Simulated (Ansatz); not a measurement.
**Response to strain in NiSi**

Start from NiSi (space group Pnma, No. 62; non-magnetic).

```yaml
crystal:
  lattice:
    - [5.18989, 0.00000, 0.00000]
    - [0.00000, 3.35046, 0.00000]
    - [0.00000, 0.00000, 5.62404]
  atoms:
    - { symbol: Ni, position: [0.50794, 0.25000, 0.68823] }
    - { symbol: Ni, position: [0.00794, 0.25000, 0.81177] }
    - { symbol: Ni, position: [0.49206, 0.75000, 0.31177] }
    - { symbol: Ni, position: [0.99206, 0.75000, 0.18823] }
    - { symbol: Si, position: [0.67922, 0.25000, 0.08277] }
    - { symbol: Si, position: [0.17922, 0.25000, 0.41723] }
    - { symbol: Si, position: [0.32078, 0.75000, 0.91723] }
    - { symbol: Si, position: [0.82078, 0.75000, 0.58277] }
```

Cartesian axes are those of the cell as printed.

Strains are applied to the cell and any free atomic positions relax; under biaxial strain the out-of-plane vector relaxes too; under stress the whole cell relaxes.

The values are results of DFT with PBE, PAW potentials and a 420 eV plane-wave cutoff in Ansatz (an electronic-structure program), spin-orbit coupling left out, not measurements.

Notes on the quantities. pressure: mean of the normal stresses, compression positive.

```csv
change,volume per atom,pressure
base,12.22 Å³,0.0 GPa
"biaxial strain −3.41 %, plane normal [001], relaxed out of plane",11.84 Å³,7.0 GPa
"biaxial strain −1.74 %, plane normal [001], relaxed out of plane",(withheld),(withheld)
"biaxial strain −1.17 %, plane normal [001], relaxed out of plane",12.08 Å³,2.4 GPa
"biaxial strain +0.85 %, plane normal [001], relaxed out of plane",12.33 Å³,-1.6 GPa
"biaxial strain +1.07 %, plane normal [001], relaxed out of plane",12.36 Å³,-2.0 GPa
"biaxial strain +4.33 %, plane normal [001], relaxed out of plane",12.71 Å³,-6.4 GPa
"uniaxial stress, 0.5 GPa compression along z",12.21 Å³,–
```

### Question
What belongs in the blanks?

### Answer

- biaxial strain −1.74 %, plane normal [001], relaxed out of plane, volume per atom: 12.01 Å³
- biaxial strain −1.74 %, plane normal [001], relaxed out of plane, pressure: 3.6 GPa

Without a gap, meshes like the base's 9×14×8 leave anisotropic stresses uncertain by several tenths of a GPa, and small strain energies with them. Stability under load was not tested beyond the relaxation. Seeded moments were not kept for the base. The final runs are not spin-polarised.
